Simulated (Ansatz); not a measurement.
The starting structures come from a database of crystals and need not be the phases stable at ambient conditions.

By PBEsol, the system below comes out a metal.

The ballistic (Sharvin) conductance counts the channels at the Fermi level: G/A = (e²/h) × channels of both spins per area.

Input:

```
AuSn
1.0
    4.36103     0.00000     0.00000
    0.00000     5.59400     0.00000
    2.18051     0.00000     3.77676
Sn Au
2 2
Cartesian
  4.36103   1.39850   2.51784
  2.18051   4.19550   1.25892
  0.00000   2.79700   0.00000
  0.00000   0.00000   0.00000
```

Space group of this cell: P6_3/mmc, NiAs type. The cell is taken as given; by PBEsol its mean pressure is -1.8 GPa.

The current flows along the normal of the first two printed cell vectors, the (100) plane of the conventional cell. No spin-orbit coupling; the value is a mean over 0.1 eV about the Fermi level.

Problem. State the ballistic conductance per area according to PBEsol (Ansatz, a first-principles code).

Solution. 0.71 × 10¹⁵ S/m² for both spins.
